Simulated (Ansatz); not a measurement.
We consider L1₀ (CuAu-type) FePt, described by PBE0 (Ansatz, a program for electronic structure, PAW).

Settings: plane-wave cutoff 500 eV, 10×10×8 k mesh (along the axes of the cell as run), Fermi–Dirac smearing 0.1 eV, spin-polarised with parallel moments, scalar-relativistic PAW data made under PBE.

Cell (relaxed with r²SCAN):

Space group P4/mmm (No. 123); a = b = 2.7340 Å, c = 3.7242 Å, α = β = γ = 90.00°

```tsv
atom	site	symmetry	x	y	z
Fe	1a	4/mmm	0.0000	0.0000	0.0000
Pt	1d	4/mmm	0.5000	0.5000	0.5000
```

**Question.** Give the computed magnetic moment (largest site, within a sphere).

**Answer.** 
- magnetic moment (largest site, within a sphere): 3.50 μB

Note: exact exchange on metals is sensitive to the k mesh and can open a false gap; cell and atoms aren't relaxed at this level (pressure 3.7 GPa).

Moments are spin moments.

Spin–orbit coupling is not included.

Computing time: around 9 core-minutes (rough).
